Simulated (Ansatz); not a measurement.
Results of PBEsol (plane waves, PAW; Ansatz, an electronic-structure program) for Mg₂BeN₂ (model structure, started from the Ca2ZnN2 type, I4/mmm, No. 139, 5 atoms in the cell).

Numerical settings: plane-wave cutoff 520 eV, 14×14×14 k mesh, Fermi–Dirac smearing 0.01 eV, scalar-relativistic PAW data made under PBE.

Cell (relaxed at this level):

```
BeMg2N2
1.0
   -1.55576     1.55576     5.49036
    1.55576    -1.55576     5.49036
    1.55576     1.55576    -5.49036
Mg Be N
2 1 2
Direct
  0.66409   0.66409   0.00000
  0.33591   0.33591   0.00000
  0.00000   0.00000   0.00000
  0.86052   0.86052   0.00000
  0.13948   0.13948   0.00000
```

Problem. Estimate the band gap, Γ–Γ gap and bulk modulus B0 that the calculation returns.

Solution. 
band gap: 0.95 eV (on the SCF k mesh)
Γ–Γ gap: 1.58 eV
bulk modulus B0: 121 GPa

Note: the bulk modulus is −V dP/dV from two relaxed cells at ±2 % in volume; the relaxation could raise the start's symmetry but not lower it, so the cell can be a saddle point.

It cost very roughly 2.0 core-minutes of CPU time.

A model structure was made by putting elements into a prototype or built by hand; it is no filed structure, need not be a known phase, and can be a saddle point held by its symmetry.
